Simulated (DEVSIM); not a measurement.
Structure: Co/SiO2/n-Si capacitor, at 300 K.

```
layer (left to right)  material  thickness (nm)  Nd (cm⁻³)
---------------------  --------  --------------  ---------
1                          SiO2            39.0          -
2                            Si            6500     7.9e15
```

Metal gate on the left, work function 5 eV. Fixed charge at the semiconductor interface 0 cm⁻² (in units of +e); no interface traps.

Constants are typed, rounded textbook-type inputs, not results; the design itself was drawn at random and stands for no fabricated device. Values at 300 K.

```
parameter      SiO2       Si
-------------  ----  -------
gap (eV)          9    1.124
affinity (eV)   0.9     4.05
permittivity    3.9     11.7
Nc (cm⁻³)         -  2.86e19
Nv (cm⁻³)         -   3.1e19
```

Model (solved in DEVSIM): 1D Poisson equation in equilibrium, Boltzmann statistics, complete ionisation; no quantum confinement or tunnelling. Metal contacts follow the ideal Schottky-Mott rule: no Fermi-level pinning, no interface dipoles.

### Question
Tabulate band edges, carrier densities and field at -2.0 V on the gate.

### Answer
Energies count from the Fermi level of the right contact; mesh points crowd at the junctions.

| x (μm) | Ec (eV) | Ev (eV) | n (cm⁻³) | p (cm⁻³) | field (V/cm) |
|---|---|---|---|---|---|
| 0.000 | 6.100 | -2.900 | < 1e2 | < 1e2 | -480000 |
| 0.001779 | 6.014 | -2.986 | < 1e2 | < 1e2 | -480000 |
| 0.006119 | 5.804 | -3.196 | < 1e2 | < 1e2 | -480000 |
| 0.01729 | 5.264 | -3.736 | < 1e2 | < 1e2 | -480000 |
| 0.03299 | 4.504 | -4.496 | < 1e2 | < 1e2 | -480000 |
| 0.03726 | 4.297 | -4.703 | < 1e2 | < 1e2 | -480000 |
| 0.03900 | 1.063 | -0.061 | < 1e2 | 3.0e18 | -270000 |
| 0.04205 | 1.028 | -0.096 | 150 | 7.5e17 | -89000 |
| 0.04870 | 0.983 | -0.141 | 860 | 1.3e17 | -54000 |
| 0.06590 | 0.906 | -0.218 | 17000 | 6.7e15 | -41000 |
| 0.1128 | 0.729 | -0.395 | 1.6e7 | 7.3e12 | -35000 |
| 0.3005 | 0.294 | -0.830 | 3.3e14 | 350000 | -12000 |
| 0.7164 | 0.212 | -0.912 | 7.9e15 | 15000 | ≈ 0 |
| 1.790 | 0.212 | -0.912 | 7.9e15 | 15000 | ≈ 0 |
| 4.832 | 0.212 | -0.912 | 7.9e15 | 15000 | ≈ 0 |
| 5.879 | 0.212 | -0.912 | 7.9e15 | 15000 | ≈ 0 |
| 6.284 | 0.212 | -0.912 | 7.9e15 | 15000 | ≈ 0 |
| 6.444 | 0.212 | -0.912 | 7.9e15 | 15000 | ≈ 0 |
| 6.513 | 0.212 | -0.912 | 7.9e15 | 15000 | ≈ 0 |
| 6.530 | 0.212 | -0.912 | 7.9e15 | 15000 | ≈ 0 |
| 6.536 | 0.212 | -0.912 | 7.9e15 | 15000 | ≈ 0 |
| 6.539 | 0.212 | -0.912 | 7.9e15 | 15000 | ≈ 0 |
